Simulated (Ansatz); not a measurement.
Here is the system:

End structure of a constructed model of the (111) surface of fcc Al, a pseudomorphic layer of Cu in the host's stacking (bottom of the slab: a bare face, its two planes held):

```xyz
7
Lattice="2.8581 0.0000 0.0000 -1.4290 2.4752 0.0000 0.0000 0.0000 30.0000" Properties=species:S:1:pos:R:3 pbc="T T T"
Al     0.0000     1.6501     8.1292
Al     1.4290     0.8251    10.4628
Al     0.0000     0.0000    12.8047
Al     0.0000     1.6501    15.1630
Al     1.4290     0.8251    17.5071
Al     0.0000     0.0000    19.8270
Cu     0.0000     1.6501    21.7550
```

Slab: 7 atoms, 13.7 Å thick at the start with caps and adatoms (thin: gaps and levels are the slab's own); k 15x15x1, smearing 0.1 eV, dipole-corrected; 2 atoms held, the rest relaxed; start symmetry kept, larger cells not searched; no spin, no spin-orbit, no U. It is one candidate, not shown to be the stable structure of the face.

What work function of the top face does PBE in Ansatz (a quantum-chemistry and plane-wave program) give?

4.57 eV
